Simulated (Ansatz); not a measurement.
Functionals compared on the (20-23) surface of hcp Ru in its 1x1 cell, outermost plane spacing 0.15 Å in the ideal cut, in Ansatz (plane waves, PAW). The structure was relaxed with PBE; the other rows are single points on it, each with its references at the same level. Cutoff 420 eV (500 eV for r2SCAN).

Set-up: 24 atoms, 10.2 Å thick at the start (thin: gaps and levels are the slab's own); mesh 14x4x1; 0.1 eV smearing; dipole correction on; all atoms relaxed; held to the part of the start's symmetry that mesh and held atoms allow; no spin, no spin-orbit, no U. These notes are the PBE run's.

| functional | surface energy (J/m²) | work function of the top face (eV) | rough cost of the single point |
|---|---|---|---|
| PBE | 3.10 | 4.70 | – |
| LDA | 3.71 | 5.06 | around 10 core-minutes (rough) |
| PBEsol | 3.54 | 4.82 | about 10 core-minutes (a rough figure) |
| RPBE | ? | ? | about 9 core-minutes (a rough figure) |
| r2SCAN | 3.33 | 4.69 | roughly 15 core-minutes |

Problem. Complete the blanks.

Solution. 
- RPBE, surface energy (J/m²): 2.84
- RPBE, work function of the top face (eV): 4.53

Ansatz is a quantum-chemistry and plane-wave program.
